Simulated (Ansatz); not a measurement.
Subject: the energy change from cell B to cell A (net 1 S taken out, other atoms rearranged, in a slab cell with four atoms a plane). Reaction: cell B + O2 (gas) → cell A + SO2 (gas). Negative: the products are lower in energy.

Cell A: a layer of MoS2 (R3m), 12 atoms, hexagonal cell of 6.31 Å (34.4 Å²), symmetry P3m1, 3.2 Å thick under 16 Å of vacuum, in-plane vectors held at the crystal's; planes from bottom to top: S4 | Mo4 | O | S3, its two faces unlike (dipole correction applied); added, foreign or displaced atoms, within the planes: O bound to 3 Mo at 2.08 Å; the host is a cell from a database of computed structures that this text hasn't matched to a measured one; spin state with PBE: run without spin, k-point mesh 6×6×1.
```
CELL_PARAMETERS angstrom
      6.30625     0.00000     0.00000
      3.15313     5.46138     0.00000
      0.00000     0.00000    18.90885
ATOMIC_POSITIONS crystal
  Mo 0.00515 0.00515 0.50047
  O  0.16667 0.16667 0.55842
  S  0.16667 0.16667 0.41335
  Mo 0.00515 0.48971 0.50047
  S  0.16601 0.66699 0.58386
  S  0.16252 0.66874 0.41898
  Mo 0.48971 0.00515 0.50047
  S  0.66699 0.16601 0.58386
  S  0.66874 0.16252 0.41898
  Mo 0.50000 0.50000 0.50105
  S  0.66699 0.66699 0.58386
  S  0.66874 0.66874 0.41898
```

Cell B: a layer of MoS2 (R3m), 13 atoms, hexagonal cell of 6.31 Å (34.4 Å²), symmetry P3m1, 4.5 Å thick under 16 Å of vacuum, in-plane vectors held at the crystal's; planes from bottom to top: S4 | Mo4 | S4 | O, its two faces unlike (dipole correction applied); added, foreign or displaced atoms, above the top plane: O bound to 1 S at 1.48 Å; the host is a cell from a database of computed structures that this text hasn't matched to a measured one; spin state with PBE: run without spin, k-point mesh 6×6×1.
```
CELL_PARAMETERS angstrom
      6.30625     0.00000     0.00000
      3.15313     5.46138     0.00000
      0.00000     0.00000    20.29801
ATOMIC_POSITIONS crystal
  Mo 0.99754 0.99754 0.46527
  S  0.16667 0.16667 0.53867
  S  0.16667 0.16667 0.38941
  Mo 0.99754 0.50492 0.46527
  S  0.16647 0.66676 0.54339
  S  0.16917 0.66541 0.38784
  Mo 0.50492 0.99754 0.46527
  S  0.66676 0.16647 0.54339
  S  0.66541 0.16917 0.38784
  Mo 0.50000 0.50000 0.46594
  S  0.66676 0.66676 0.54339
  S  0.66541 0.66541 0.38784
  O  0.16667 0.16667 0.61174
```

Reference: an isolated SO2 molecule (singlet) in a box of 11 × 14 × 13 Å.

Reference: an isolated O2 molecule (triplet) in a box of 11 × 11 × 13 Å.

Computed with Ansatz (plane waves, PAW), its default PAW set, cutoff 420 eV, 500 eV for r2SCAN. The structures are at rest with PBE+D3(BJ), within the held lattices; other levels are single points on them. HSE06 runs on coarser k-point meshes, mended by the PBE difference between the two meshes. Neutral cells; Fermi-Dirac smearing of at most 0.05 eV in the solids, energies taken to zero width. The lattices are those relaxed with PBE+D3(BJ), so at other levels the solids can be strained, which adds to the spread. A dispersion term (D3(BJ), or D4 for r2SCAN) was computed beside these levels and is taken off wherever the name lacks it. No zero-point or thermal terms. The structures are the rest points that the relaxations reached, not proven lowest. No Hubbard U is applied. Values are for these cell sizes. Cell A has symmetry P3m1 and got no random move, so less symmetric positions, which may lie lower, weren't tried. Cell B has symmetry P3m1 and got no random move, so less symmetric positions, which may lie lower, weren't tried.

Q: Predict the value from r2SCAN+D4.

A: -3.48 eV, for cell B + O2 (gas) → cell A + SO2 (gas).

Q: List the value at the remaining levels and say how far they part.

A: 
| Functional | value (eV) | less r2SCAN+D4 |
|---|---|---|
| PBE | -3.72 | -0.24 |
| PBE+D3(BJ) | -3.24 | 0.24 |
| r2SCAN | -3.63 | -0.15 |
| HSE06 | -3.36 | 0.12 |

The levels span 0.48 eV, from PBE (-3.72) to PBE+D3(BJ) (-3.24).

Ansatz is a program for electronic structure.
